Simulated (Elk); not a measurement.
Worked example: self-consistent single point of MgTi2 (P-62m, 6 atoms in the cell) in Elk.

Method of the run: PBEsol, all-electron FP-LAPW, Elk's shipped species files, default APW+lo basis run with Elk.

```
CELL_PARAMETERS angstrom
      5.14389     0.00000     0.00000
     -2.57194     4.45474     0.00000
      0.00000     0.00000     4.89179
ATOMIC_POSITIONS crystal
  Mg 0.66667 0.33333 0.00000
  Mg 0.33333 0.66667 0.00000
  Ti 0.00000 0.31613 0.50000
  Ti 0.31613 0.00000 0.50000
  Ti 0.68387 0.68387 0.50000
  Ti 0.00000 0.00000 0.00000
```

Reference input (self-consistent single point, DFT, LDA (PW92), all-electron FP-LAPW, Elk's shipped species files, default APW+lo basis): xctype = 3; rgkmax = 7; stype = 0; swidth = 0.00183747 Ha; ngridk = 6 6 6. This run's input differs from it in these lines:

```diff
@@ -4,3 +4,3 @@
 xctype
-  3
+  22
```

Output (repeated stretches shortened):

```
│ Self-consistent loop started │
│ Loop number : 1 │
 total energy                :     -3810.22812332
│ Loop number : 2 │
 total energy                :     -3810.26813655
RMS change in Kohn-Sham potential (target) :   0.5790147921     (  0.1000000000E-05)
Absolute change in total energy (target)   :   0.4001323420E-01 (  0.1000000000E-03)
│ Loop number : 3 │
 total energy                :     -3810.57845989
RMS change in Kohn-Sham potential (target) :   0.5779600915     (  0.1000000000E-05)
Absolute change in total energy (target)   :   0.3203266423     (  0.1000000000E-03)
│ Loop number : 4 │
   [... lines left out ...]
Absolute change in total energy (target)   :   0.1265984256E-03 (  0.1000000000E-03)
│ Loop number : 16 │
 total energy                :     -3811.37337707
RMS change in Kohn-Sham potential (target) :   0.8558944205E-06 (  0.1000000000E-05)
Absolute change in total energy (target)   :   0.1016710480E-03 (  0.1000000000E-03)
│ Loop number : 17 │
 total energy                :     -3811.37335063
RMS change in Kohn-Sham potential (target) :   0.2743977294E-06 (  0.1000000000E-05)
Absolute change in total energy (target)   :   0.5185855980E-04 (  0.1000000000E-03)
Convergence targets achieved

│ Loop number : 18 │

Energies :
 Fermi                       :     0.218879026378
 total energy                :     -3811.37335899

Density of states at Fermi energy :    338.9695484
 (states/Hartree/unit cell)

Estimated indirect band gap :   0.5483053612E-04
 from k-point     23 to k-point     46
Estimated direct band gap   :   0.9403801862E-03
 at k-point     46

Charges :
 core                        :    44.00000000
 valence                     :    68.00000000
 interstitial                :    9.734275932
 muffin-tins (core leakage)
  species :    1 (Mg)
   atom    1                 :    10.57776916     (  0.1332267630E-14)
   atom    2                 :    10.57777551     (  0.6661338148E-15)
  species :    2 (Ti)
   atom    1                 :    20.27483169     (  0.5454499075E-09)
   atom    2                 :    20.27483169     (  0.5454499075E-09)
   atom    3                 :    20.27483169     (  0.5454499075E-09)
   atom    4                 :    20.28568434     (  0.5842792916E-09)
 total in muffin-tins        :    102.2657241
 total calculated charge     :    112.0077629
 total charge                :    112.0000000
 error                       :   0.7762874879E-02

│ Self-consistent loop stopped │
```

The run converged in 18 iterations. The count includes the last loop, which Elk runs after its targets are met. 

The starting cell comes from a database of computed structures (which also holds hypothetical and non-ambient phases and stackings), without a prior relaxation at this level. Spin polarisation is off. Values depend on the basis (sphere radii, cutoffs, local orbitals), which need not be converged. The log's line on a gap gives a spacing of levels on this mesh, which the program prints for metals too.

Cost on one core of a shared machine: roughly 90 s.
